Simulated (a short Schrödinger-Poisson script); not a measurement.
Symmetric double-gate stack, SiO2 on p-type Ge(111)

Structure: symmetric double-gate stack, SiO2 on p-type Ge(111), at 77 K.

```csv
layer,material,thickness (nm),Na (cm⁻³)
1,SiO2,3.7,-
2,Ge,14,2e17
3,SiO2,3.7,-
```

Constants are typed, rounded textbook-type inputs, not results; the design itself was drawn at random and stands for no fabricated device. SiO2: permittivity 3.9, conduction-band edge (eV) 3.1, gap (eV) 9, electron mass (mₑ) 0.5. Ge: permittivity 16, conduction-band edge (eV) 0, gap (eV) 0.664, Nv at 300 K (cm⁻³) 6e18.

Channel valleys (confinement mass, in-plane density-of-states mass, number): L1 1.59, 0.08, 1; L3 0.09, 0.34, 3. At the gates, both at one voltage, the conduction-band edge of layer 1 lies 3.36 eV − eVg above the Fermi level of the channel. Gaps are held at their typed values at every temperature. Mesh 0.03 nm at interfaces.

Solved with a short Schrödinger-Poisson script written for these runs: 1D Poisson equation in equilibrium, electrons quantum, Hartree (BenDaniel-Duke, 12 states a valley, the channel's in-plane mass for all, wave functions ending at the dielectric), parabolic valleys, classical holes, full ionisation, no traps, pinning or gate leakage.

```csv
Vg (V),electrons (cm⁻²),C (μF/cm²),L1 E0 (meV),L1 E1 (meV),L3 E0 (meV),L3 E1 (meV)
0.3,1.70e11,1.11,7.8,10.0,28.2,90.6
0.45,1.48e12,1.51,-11.5,-11.1,13.0,72.0
0.6,2.92e12,1.56,-23.6,-23.5,7.7,63.7
0.75,4.40e12,1.59,-34.7,-34.7,4.2,57.6
0.9,5.89e12,1.60,-45.4,-45.4,1.6,52.4
1.05,7.40e12,1.61,-55.7,-55.7,-0.6,47.9
1.2,8.91e12,1.62,-65.8,-65.8,-2.6,43.8
1.35,1.04e13,1.63,-75.7,-75.7,-4.3,40.0
1.5,1.20e13,1.64,-85.4,-85.4,-5.9,36.5
1.65,1.35e13,1.64,-94.9,-94.9,-7.4,33.1
1.8,1.50e13,1.65,-104.3,-104.3,-8.9,29.9
1.95,1.66e13,1.65,-113.6,-113.6,-10.3,26.9
2.1,1.81e13,1.66,-122.7,-122.7,-11.6,24.0
2.25,1.97e13,1.66,-131.6,-131.6,-12.9,21.3
2.4,2.13e13,1.67,-140.5,-140.5,-14.1,18.6
2.55,2.28e13,1.67,-149.2,-149.2,-15.3,16.1
```

Gate voltages with under 1e6 electrons/cm² are left out.

Subbands count from the Fermi level. The capacitance is that of both gates.

Only the L valleys are kept; under strong confinement the Δ valleys of Ge fill too.
